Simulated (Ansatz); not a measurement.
By PBEsol, the system below comes out a metal.

The ballistic (Sharvin) conductance counts the channels at the Fermi level: G/A = (e²/h) × channels of both spins per area.

Consider the following.

```yaml
crystal:
  lattice:
    - [3.18770, 0.00000, 0.00000]
    - [-1.59385, 2.76063, 0.00000]
    - [1.59385, 0.92021, 2.60275]
  atoms:
    - { symbol: Nb, position: [0.00000, 0.00000, 0.00000] }
    - { symbol: C, position: [0.00000, 0.50000, 0.50000] }
```

The cell is taken as given; by PBEsol it stands under a pressure of -11.5 GPa.

The current flows along the normal of the first two printed cell vectors, the (111) plane of the conventional cell. No spin-orbit coupling; the value is a mean over 0.1 eV about the Fermi level.

Question: Compute, with PBEsol run with Ansatz (a first-principles code), the ballistic conductance per area.

Answer: 1.1 × 10¹⁵ S/m² for both spins.
